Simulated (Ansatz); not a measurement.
System: 1T (CdI2-type) MnBr2. Method: r²SCAN+rVV10 (plane waves, PAW; Ansatz, a quantum-chemistry and plane-wave program).

Run with plane-wave cutoff 560 eV, 12×12×6 k mesh (along the axes of the cell as run), Fermi–Dirac smearing 0.01 eV, spin-polarised with parallel moments, scalar-relativistic PAW data made under PBE.

Cell (relaxed at this level):

```cif
data_Br2Mn
_chemical_formula_sum 'Mn1 Br2'
_space_group_name_H-M_alt 'P 1'
_space_group_IT_number 1
_cell_length_a 3.83935
_cell_length_b 3.83935
_cell_length_c 6.24038
_cell_angle_alpha 90.000
_cell_angle_beta 90.000
_cell_angle_gamma 120.000
loop_
_space_group_symop_operation_xyz
  'x, y, z'
loop_
_atom_site_label
_atom_site_type_symbol
_atom_site_fract_x
_atom_site_fract_y
_atom_site_fract_z
_atom_site_occupancy
Mn1 Mn 0.00000 0.00000 0.00000 1
Br1 Br 0.33333 0.66667 0.24233 1
Br2 Br 0.66667 0.33333 0.75767 1
```
Starting moments (μB, in the order of the record's atoms Mn Br Br): 4.0 0.0 0.0.

### Question
Estimate the bulk modulus, band gap, smallest direct gap on the k points sampled and direct gap at Γ that the calculation returns.

### Answer

* **bulk modulus**: 19.7 GPa
* **band gap**: 2.51 eV (indirect)
* **smallest direct gap on the k points sampled**: 2.61 eV
* **direct gap at Γ**: 3.07 eV

Note: the magnetic order was assumed, not searched for or taken from measurement; the bulk modulus comes from volumes at which shape and atoms were relaxed.

Spin–orbit coupling is not included.

Computed values are for the static lattice.

The result took about 25 core-minutes (a rough figure).
